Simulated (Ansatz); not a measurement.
## What strain tensor (xx, yy, zz, yz, xz, xy) = (−0.22, −0.67, −1.68, +0.96, +0.45, −1.33) % does to BeS

Take BeS in the zinc blende structure (space group F-43m, No. 216; a = 4.838 Å) as the base. Axes: x, y, z lie along the cube axes.

The change: the symmetric strain tensor [-0.0022 -0.0133 0.0045; -0.0133 -0.0067 0.0095; 0.0045 0.0095 -0.0168], atoms relaxed at fixed cell.

Level of theory: Ansatz (a first-principles code) PBEsol, without spin-orbit coupling. Γ-centred 12×12×12 mesh, Fermi–Dirac width 0.05 eV.

```csv
quantity,base,changed,shift
volume per atom,14.15 Å³,13.79 Å³,-0.366 Å³
space group,F-43m (No. 216),P1 (No. 1),–
energy relative to the base (free energy F),0 meV/atom,+7.8 meV/atom,+7.8 meV/atom
"pressure (mean of the normal stresses, compression positive)",0.0 kbar,26.9 kbar,+26.9 kbar
band gap,2.91 eV,2.60 eV,-0.31 eV
gap character,–,"indirect, Γ → V",–
smallest direct gap,5.54 eV,5.19 eV,-0.35 eV
"valence-band top at Γ (three highest levels, from the VBM)","0.00, 0.00, 0.00 eV","0.00, -0.18, -0.29 eV",–
"valley order (the lowest conduction-band minima on the path, energy above the VBM, named in the base's zone)",X along ⟨100⟩ 2.91 eV,X along [001] 2.60 eV; X along [010] 2.70 eV; X along [100] 2.73 eV,–
"stress (xx, yy, zz, yz, xz, xy; compression positive)",–,"(2.07, 2.56, 3.44, -1.68, -0.77, 2.26) GPa",–
```

Stability against distortions was not tested. k-point labels follow each cell's own Brillouin zone.
